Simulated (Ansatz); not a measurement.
Point defects in GaN

The parent structure is a 16-atom supercell of GaN in the zinc blende structure (space group F-43m, No. 216) at its relaxed geometry.

```yaml
crystal:
  lattice:
    - [0.00000, 4.54879, 4.54879]
    - [4.54879, 0.00000, 4.54879]
    - [4.54879, 4.54879, 0.00000]
  atoms:
    - { symbol: N, position: [0.37500, 0.37500, 0.37500] }
    - { symbol: N, position: [0.37500, 0.37500, 0.87500] }
    - { symbol: N, position: [0.37500, 0.87500, 0.37500] }
    - { symbol: N, position: [0.37500, 0.87500, 0.87500] }
    - { symbol: N, position: [0.87500, 0.37500, 0.37500] }
    - { symbol: N, position: [0.87500, 0.37500, 0.87500] }
    - { symbol: N, position: [0.87500, 0.87500, 0.37500] }
    - { symbol: N, position: [0.87500, 0.87500, 0.87500] }
    - { symbol: Ga, position: [0.00000, 0.00000, 0.00000] }
    - { symbol: Ga, position: [0.00000, 0.00000, 0.50000] }
    - { symbol: Ga, position: [0.00000, 0.50000, 0.00000] }
    - { symbol: Ga, position: [0.00000, 0.50000, 0.50000] }
    - { symbol: Ga, position: [0.50000, 0.00000, 0.00000] }
    - { symbol: Ga, position: [0.50000, 0.00000, 0.50000] }
    - { symbol: Ga, position: [0.50000, 0.50000, 0.00000] }
    - { symbol: Ga, position: [0.50000, 0.50000, 0.50000] }
```

One neutral defect a cell, atoms relaxed at fixed cell.

Method: Ansatz (a first-principles code), PBE, PAW, cutoff 420 eV, no spin-orbit coupling, earlier PAW set.

```csv
change,pressure,largest displacement of a host atom from its site in the perfect cell
perfect supercell,0.0 GPa,–
"As on a N site, symmetric start",18.9 GPa,0.21 Å
"Ga interstitial (started 1.97 Å from the nearest host atom), symmetric start",24.8 GPa,0.14 Å
"N vacancy, symmetric start",-0.6 GPa,0.04 Å
"Bi on a N site, symmetric start",30.1 GPa,0.37 Å
Ga vacancy,2.3 GPa,0.18 Å
```

Other magnetic orders, which the real material may have, were not ruled out. In so small a cell the defect repeats every few ångströms: this is an ordered compound, not a dilute defect. The mesh was chosen for an insulator and is coarse for the gapless case. Defects with a symmetric start kept the site's symmetry and may sit on a saddle; the others started slightly shaken. Seeded moments were not kept for As on a N site, Ga interstitial (started 1.97 Å from the nearest host atom), N vacancy and Bi on a N site. This is not the structure that GaN has at room temperature and ambient pressure.
